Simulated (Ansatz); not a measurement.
Consider the following.

```yaml
crystal:
  lattice:
    - [-1.66025, 1.66025, 5.64450]
    - [1.66025, -1.66025, 5.64450]
    - [1.66025, 1.66025, -5.64450]
  atoms:
    - { symbol: Nb, position: [0.75019, 0.75019, 0.00000] }
    - { symbol: Nb, position: [0.50019, 0.00019, 0.50000] }
    - { symbol: P, position: [0.33244, 0.33244, 0.00000] }
    - { symbol: P, position: [0.08244, 0.58244, 0.50000] }
```

Computed with PBEsol with spin-orbit coupling, rigid bands (plane waves, PAW; Ansatz, a quantum-chemistry and plane-wave program). Condition of this run: spin-orbit coupling switched on. Cell: cell and atoms relaxed with PBEsol.

Task: Is this a good metal at this level?

Result: No. No gap is resolved, and few carriers conduct, as in a semimetal or a zero-gap semiconductor. N(E_F) = 0.162 states/eV a cell at 300 K and the Drude plasma energy along the best axis is 1.29 eV, several times under that of a simple or noble metal.

Computed structure with no diffraction record at hand here (it may be known, metastable or hypothetical): NbP (I4_1md).
